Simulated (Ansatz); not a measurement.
## Band gap of SnGeSiC (model structure, R3m, No. 160, 4 atoms in the cell) at several levels of theory

No measured value is used here.

| level (code) | value (eV) |
|---|---|
| LDA (Ansatz) | 0.00 |
| PBE+SOC (Ansatz) | 0.00 |
| PBEsol+SOC (Ansatz) | 0.00 |
| r²SCAN+SOC (Ansatz) | 0.00 |
| HSE06+SOC (Ansatz) | 0.05 (indirect) |
| PBE0 (Ansatz) | 0.55 |

Computed values are for a static lattice. Levels without +SOC have no spin–orbit coupling; where heavier elements are present it shifts gaps, mostly down, and can invert bands. A gap of zero means that the bands touch or overlap; how far they overlap is not shown.  Values are at the PBEsol cell. Cutoffs and k meshes differ between the levels. Ansatz's density-functional and Hartree–Fock values are scalar-relativistic unless marked +SOC, with PAW data made under PBE.

A model structure was made by putting elements into a prototype or built by hand; it is no filed structure, need not be a known phase, and can be a saddle point held by its symmetry.

Ansatz is a first-principles code.
